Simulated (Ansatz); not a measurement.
The starting structures come from a database of crystals and need not be the phases stable at ambient conditions.

 Where the default PAW files enter, the runs use the earlier of Ansatz's two default sets.

Inside the gap of an insulator the Bloch states are evanescent, with a wavenumber k + iκ along the transport direction.

Here is the system:

```xyz
4
Lattice="3.9198 0.0000 0.0000 0.0000 5.7151 0.0000 0.0000 0.0000 3.3461" Properties=species:S:1:pos:R:3 pbc="T T T"
Sn     1.8542     1.3406     0.0000
Sn     3.8141     4.3744     1.6731
O      1.0856     5.0491     0.0000
O      3.0455     0.6660     1.6731
```

Space group of this cell: Pmn2_1. The cell was relaxed by PBE-D3(BJ); by r2SCAN its mean pressure is -1.7 GPa.

Transport runs along the normal of the first two printed cell vectors.

The gap is the functional's own. No spin-orbit coupling. Mid-gap values are interpolated on the energy grid.

Q: Compute, with r2SCAN run with Ansatz (a program for electronic structure), the band gap and the smallest decay constant κ at mid-gap.

A: Gap 1.62 eV on a 8×6×10 mesh; κ = 0.164 1/Å, at (0.000, 0.500) of the in-plane reciprocal vectors. At the zone centre, at the nearest computed energy, the slowest state has κ = 0.50 1/Å.
